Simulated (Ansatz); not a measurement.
We consider MoSi2 (P6₂22, No. 180, 9 atoms in the cell; start mp-8938; a measured phase of this formula has another space group), described by dielectric-dependent PBEsol hybrid in Ansatz (plane waves, PAW).

Run with plane-wave cutoff 460 eV, 6×6×4 k mesh (along the axes of the cell as run), Fermi–Dirac smearing 0.01 eV, no spin polarisation, scalar-relativistic PAW data made under PBE.

Cell (relaxed with PBEsol):

MoSi2 has the hexagonal space group P6₂22 (No. 180), Pearson symbol hP9. Cell: a = b = 4.575 Å, c = 6.567 Å, α = β = 90.00°, γ = 120.00°. Si on 6j has 5 Si at 2.546–2.661 Å and 5 Mo at 2.562–2.661 Å. Mo on 3d is coordinated by 10 Si at 2.562–2.661 Å and 4 Mo at 3.166 Å. (Neighbours: up to the widest gap in distance over summed covalent radii, below 1.35, at either atom; cation-cation and far metal-metal contacts left out.)

Q: Give the computed band gap, smallest direct gap on the k points sampled and direct gap at Γ.

A: 
band gap: 0.18 eV (on the SCF k mesh)
smallest direct gap on the k points sampled: 0.70 eV
direct gap at Γ: 3.07 eV

Note: cell and atoms aren't relaxed at this level (pressure -0.7 GPa).

Spin–orbit coupling is not included.

Computed values are for the static lattice.

A start named mp-… is a Materials Project structure, which need not be a measured phase.

Ansatz is a quantum-chemistry and plane-wave program.
